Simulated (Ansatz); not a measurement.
The parent structure is PbTe in the rock salt structure (space group Fm-3m, No. 225; a = 6.380 Å). Axes: x, y, z lie along the cube axes.

Calculations: LDA/PAW in Ansatz (a first-principles code), spin-orbit coupling left out.

The change: uniaxial strain ε_zz = −1.00 %, all other strain components held at zero, atoms relaxed at fixed cell.

Q: Predict the stress tensor and what it implies for the stiffness.

A: Stress of the strained cell less that of the base (GPa, compression positive):
```
   0.04    0.00    0.00
   0.00    0.04    0.00
   0.00    0.00    1.46
```

Then −Δσ_ii/ε with ε = -0.0100 gives relaxed-ion elastic constants: C33 ≈ 146 GPa.

Whether these cells are dynamically stable was not tested.
